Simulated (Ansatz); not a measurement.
Take ZnCu2SnS4 (space group I-4, No. 82; a = 5.3737 Å, c = 10.7548 Å) as the base. Axes: x, y, z lie along a, b, c of the conventional cell.

Method: Kohn–Sham DFT with the PBEsol functional, run in Ansatz (a first-principles code) with PAW and 420 eV plane waves, no spin-orbit coupling.

Before the change:

| Item | Value |
|---|---|
| Pressure | -0.01 GPa |
| Shortest interatomic distance | 2.271 Å |

It is then changed as follows: uniaxial strain ε_xx = −1.50 %, all other strain components held at zero; the atoms relax in the strained cell.

Question: What happens to the energy relative to the base?

Answer: The energy grows by 1.4 meV/atom.

Question: Estimate the effect on the pressure.

Answer: The pressure (mean of the normal stresses, compression positive) rises by 1.245 GPa (-0.01 GPa → 1.24 GPa).

Question: How does this affect the shortest interatomic distance?

Answer: The shortest interatomic distance decreases by 0.012 Å to 2.259 Å.

Stability against distortions was not tested. The final runs are not spin-polarised.
